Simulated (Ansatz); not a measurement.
# Relaxation of the atoms of Cu3Sn (Fm-3m, 4 atoms in the cell) at several settings

```xyz
4
Lattice="0.0000 3.0830 3.0830 3.0830 0.0000 3.0830 3.0830 3.0830 0.0000" Properties=species:S:1:pos:R:3 pbc="T T T"
Cu     3.0830     3.0830     3.0830
Cu     4.6245     4.6245     4.6245
Cu     1.5415     1.5415     1.5415
Sn     0.0000     0.0000     0.0000
```

Base: PBEsol, default PAW files made with PBE in Ansatz (a quantum-chemistry and plane-wave program). Its settings: basis.ecutwfc = 30.9 Ry; kpoints.mp_grid.grid = 6 6 6; hamiltonian.xc = pbesol; hamiltonian.pseudopotentials = {kind: paw} (the program's default PAW files); scf.occupations.method = cold; scf.occupations.width = 0.0073 Ry. Starting volume 14.65 Å³ per atom.

Each line gives the change from the base single point and the result:

- atoms moved at random; relax: default → atoms; relax.f_tol: default → 0.1 eV/Å: pressure -6.08 GPa; largest force (vector length) 0.081 eV/Å; relaxation steps 2; free energy against the base single point 0.5 meV/atom.
- atoms moved at random; relax: default → atoms; relax.f_tol: default → 0.03 eV/Å: pressure -6.11 GPa; largest force (vector length) 0.003 eV/Å; relaxation steps 3; free energy against the base single point 0.0 meV/atom.
- atoms moved at random; scf.convergence.dr2_threshold: default (1e-07 eV) → 0.001 eV; relax: default → atoms; relax.f_tol: default → 0.03 eV/Å: pressure -6.12 GPa; largest force (vector length) 0.019 eV/Å; relaxation steps 3; free energy against the base single point 0.0 meV/atom.

The starting cell comes from a database of computed structures (which also holds hypothetical and non-ambient phases and stackings), without a prior relaxation at this level. Spin polarisation is off. Ansatz's pressure includes its estimate of the finite-basis (Pulay) stress.

Keys are those of Ansatz 0.2.
